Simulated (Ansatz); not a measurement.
Start from BaTiO₃ in the cubic perovskite structure (space group Pm-3m, No. 221; a = 3.9346 Å). Axes: x, y, z lie along the cube axes.

Level of theory: Kohn–Sham DFT with the LDA functional, run in Ansatz (a program for electronic structure) with PAW and 420 eV plane waves, no spin-orbit coupling.

Strains are applied to the cell and any free atomic positions relax.

One change was made to it. Results:

The shortest interatomic distance stays 1.967 Å; the band gap shrinks by 0.104 eV (1.83 eV → 1.72 eV); the pressure (mean of the normal stresses, compression positive) shrinks by 42.5 kbar, from -0.1 kbar to -42.6 kbar; the energy goes up by 7.1 meV/atom.

Task: Which change produced these results?
(A) uniaxial strain ε_zz = +2.40 %
(B) uniaxial strain ε_zz = +0.60 %
(C) uniaxial strain ε_zz = +1.80 %

Result: A, uniaxial strain ε_zz = +2.40 %. For comparison, the energy relative to the base in the other runs: uniaxial strain ε_zz = +0.60 % gives +0.5 meV/atom; uniaxial strain ε_zz = +1.80 % gives +4.1 meV/atom.

No phonon test of stability was made. The final runs are not spin-polarised. Many cubic perovskites are stable only at high temperature; tilts and polar distortions were not tested. This is not the structure that BaTiO3 has at room temperature and ambient pressure.
